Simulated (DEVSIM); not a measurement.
Device: Ru/La2O3/n-InP capacitor, at 400 K.

```
layer (left to right)  material  thickness (nm)  Nd (cm⁻³)
---------------------  --------  --------------  ---------
1                         La2O3            3.10          -
2                           InP           17000     1.4e15
```

Metal gate on the left, work function 4.7 eV. Fixed charge at the semiconductor interface 0 cm⁻² (in units of +e); no interface traps.

Constants are typed, rounded textbook-type inputs, not results; the design itself was drawn at random and stands for no fabricated device. Values at 300 K; Nc and Nv go as T^1.5, mobilities as T to minus their exponent, the gap by Varshni's rule with the affinity fixed.

| parameter | La2O3 | InP |
|---|---|---|
| gap (eV) | 5.8 | 1.344 |
| affinity (eV) | 1.8 | 4.38 |
| permittivity | 27 | 12.5 |
| Nc (cm⁻³) | - | 5.7e17 |
| Nv (cm⁻³) | - | 1.1e19 |
| Varshni α (eV/K) | - | 0.000363 |
| Varshni β (K) | - | 162 |

Model (solved in DEVSIM): 1D Poisson equation in equilibrium, Boltzmann statistics, complete ionisation; no quantum confinement or tunnelling. Metal contacts follow the ideal Schottky-Mott rule: no Fermi-level pinning, no interface dipoles.

Q: Tabulate band edges, carrier densities and field at -0.5 V on the gate.

A: Energies count from the Fermi level of the right contact; mesh points crowd at the junctions.

| x (μm) | Ec (eV) | Ev (eV) | n (cm⁻³) | p (cm⁻³) | field (V/cm) |
|---|---|---|---|---|---|
| 0.000 | 3.400 | -2.400 | < 1e2 | < 1e2 | -7000 |
| 0.001148 | 3.399 | -2.401 | < 1e2 | < 1e2 | -7000 |
| 0.002421 | 3.398 | -2.402 | < 1e2 | < 1e2 | -7000 |
| 0.003514 | 0.817 | -0.494 | 4.4e7 | 1.0e13 | -15000 |
| 0.007095 | 0.812 | -0.500 | 5.2e7 | 8.6e12 | -15000 |
| 0.01439 | 0.801 | -0.510 | 7.1e7 | 6.3e12 | -15000 |
| 0.03198 | 0.775 | -0.536 | 1.5e8 | 3.0e12 | -15000 |
| 0.09706 | 0.685 | -0.626 | 2.1e9 | 2.2e11 | -13000 |
| 0.2316 | 0.526 | -0.785 | 2.1e11 | 2.2e9 | -10000 |
| 0.5563 | 0.292 | -1.019 | 1.8e14 | 2500000 | -4100 |
| 1.296 | 0.222 | -1.089 | 1.4e15 | 320000 | -27 |
| 4.239 | 0.222 | -1.089 | 1.4e15 | 320000 | ≈ 0 |
| 9.828 | 0.222 | -1.089 | 1.4e15 | 320000 | ≈ 0 |
| 14.03 | 0.222 | -1.089 | 1.4e15 | 320000 | ≈ 0 |
| 16.07 | 0.222 | -1.089 | 1.4e15 | 320000 | ≈ 0 |
| 16.61 | 0.222 | -1.089 | 1.4e15 | 320000 | ≈ 0 |
| 16.84 | 0.222 | -1.089 | 1.4e15 | 320000 | ≈ 0 |
| 16.93 | 0.222 | -1.089 | 1.4e15 | 320000 | ≈ 0 |
| 16.98 | 0.222 | -1.089 | 1.4e15 | 320000 | ≈ 0 |
| 17.00 | 0.222 | -1.089 | 1.4e15 | 320000 | ≈ 0 |
| 17.00 | 0.222 | -1.089 | 1.4e15 | 320000 | ≈ 0 |
| 17.00 | 0.222 | -1.089 | 1.4e15 | 320000 | ≈ 0 |
